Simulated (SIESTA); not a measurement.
Input and output of a self-consistent single point for NaLi3 (P1, 8 atoms in the cell) (SIESTA).

Method of the run: SIESTA with GGA PBEsol, numerical atomic orbitals DZP, PseudoDojo PBEsol standard norm-conserving potentials (rewritten from UPF to PSML).

The change in words: lattice scaled by 0.98. Reference geometry:
```xyz
8
Lattice="6.5452 0.0000 0.0000 -3.2726 5.6683 0.0000 0.0000 0.0000 5.3940" Properties=species:S:1:pos:R:3 pbc="T T T"
Na    -0.0144     3.8315     4.0048
Na     3.3380     1.8938     1.3444
Li    -0.0348     1.8309     1.3181
Li     3.3080     3.8530     4.1051
Li     4.9600     0.8807     4.0350
Li    -1.7125     4.7481     1.3445
Li     1.7146     4.7630     1.3244
Li     1.5314     0.8721     4.0996
```

Reference input (self-consistent single point, DFT, GGA PBEsol, numerical atomic orbitals DZP, PseudoDojo PBEsol standard norm-conserving potentials (rewritten from UPF to PSML)): XC.functional = GGA; XC.authors = PBEsol; potentials = PseudoDojo PBEsol standard; PAO.BasisSize = DZP; PAO.EnergyShift = 0.005 Ry; MeshCutoff = 300 Ry; kgrid.MonkhorstPack = 4 4 5; OccupationFunction = FD; ElectronicTemperature = 0.1 eV; PAO.Polarization.NonPerturbative = true; MaxSCFIterations = 150; SCF.Mixer.Method = Pulay. This run's input differs from it in these lines:

```diff
@@ -12,5 +12,5 @@
 %block LatticeVectors
-     6.545170000    0.000000000    0.000000000
-    -3.272585000    5.668283000    0.000000000
-     0.000000000    0.000000000    5.393970000
+     6.414267000    0.000000000    0.000000000
+    -3.207133000    5.554917000    0.000000000
+     0.000000000    0.000000000    5.286091000
 %endblock LatticeVectors
```

Log, with long lists cut:

```
        iscf     Eharris(eV)        E_KS(eV)     FreeEng(eV)     dDmax    Ef(eV) dHmax(eV)
   scf:    1    -3631.684225    -3649.339213    -3649.480624  0.781543 -5.717246  3.676324
   scf:    2    -3649.854312    -3649.621166    -3649.765123  0.054401 -5.701856  2.513005
   scf:    3    -3649.795876    -3649.747469    -3649.887570  0.069782 -5.685130  0.664562
   scf:    4    -3649.761363    -3649.755772    -3649.896508  0.024704 -5.694025  0.035671
   scf:    5    -3649.755614    -3649.755712    -3649.896566  0.000554 -5.695309  0.021341
   scf:    6    -3649.755776    -3649.755746    -3649.896573  0.000545 -5.696688  0.008558
   scf:    7    -3649.755739    -3649.755743    -3649.896575  0.000253 -5.697347  0.000420
   scf:    8    -3649.755743    -3649.755743    -3649.896575  0.000020 -5.697374  0.000192
   scf:    9    -3649.755742    -3649.755742    -3649.896575  0.000007 -5.697407  0.000108
SCF Convergence by DM+H criterion
max |DM_out - DM_in|         :     0.0000073717
max |H_out - H_in|      (eV) :     0.0001081095
SCF cycle converged after 9 iterations

Using DM_out to compute the final energy and forces

siesta: E_KS(eV) =            -3649.7557

siesta: E_KS - E_eggbox =     -3649.7557

siesta: Atomic forces (eV/Ang):
     1    0.049969   -0.106500    0.026156
     2   -0.134386   -0.033554    0.058298
     3    0.097054   -0.015442    0.024674
     4   -0.070077   -0.029685   -0.081383
     5    0.039951    0.039746   -0.004291
     6    0.014065    0.073588    0.032128
     7    0.011582   -0.022336    0.018976
     8    0.005717    0.090833   -0.071035
   Tot    0.013874   -0.003349    0.003524
   Max    0.134386
   Res    0.059144    sqrt( Sum f_i^2 / 3N )
   Max    0.134386    constrained

   [... lines left out ...]
siesta: FreeEng =     -3649.896575
siesta: Cell volume =        188.347233 Ang**3
siesta:           5.38549802          8.49819199  kBar
   [... lines left out ...]

mulliken: Qtot =       36.000

Mulliken Atomic Populations:
Atom #   charge [q] valence [e]  Species
     1     0.493709    8.506291  Na
     2     0.493001    8.506999  Na
     3    -0.159580    3.159580  Li
     4    -0.165568    3.165568  Li
     5    -0.172991    3.172991  Li
     6    -0.173282    3.173282  Li
     7    -0.157734    3.157734  Li
     8    -0.157555    3.157555  Li
 Total     0.000000
```

The run converged in 9 iterations. Against the reference run the free energy goes up by 1.3 meV/atom, the pressure goes from -0.23 to 0.54 GPa and the largest force goes from 0.133 to 0.150 eV/Å.

The starting cell comes from a database of computed structures (which also holds hypothetical and non-ambient phases and stackings), without a prior relaxation at this level. Its atoms were displaced at random from the sites of space group no. 194. For this run, on top of that: lattice scaled by 0.98. Values carry the incompleteness of an atom-centred basis.
